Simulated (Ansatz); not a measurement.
Consider GaN in the zinc blende structure (space group F-43m, No. 216; a = 4.498 Å).

Perturbation: hydrostatic tension (pressure −2 GPa).

Levels (all Ansatz, a quantum-chemistry and plane-wave program, PAW, earlier PAW set): r2SCAN (500 eV, no spin-orbit coupling); HSE06 (420 eV, spin-orbit coupling left out).

The geometry is relaxed with r2SCAN.

* **r2SCAN band gap**: 2.10 eV

### Question
What does HSE06 give at this geometry for the band gap?

### Answer
The band gap increases by 0.82 eV to 2.92 eV.

Single points use the geometry relaxed with r2SCAN. Their cutoffs differ, which shifts pressures a little. Load acts through the strain it causes; cell and atoms are relaxed under it. Whether these cells are dynamically stable was not tested. This is not the structure that GaN has at room temperature and ambient pressure.
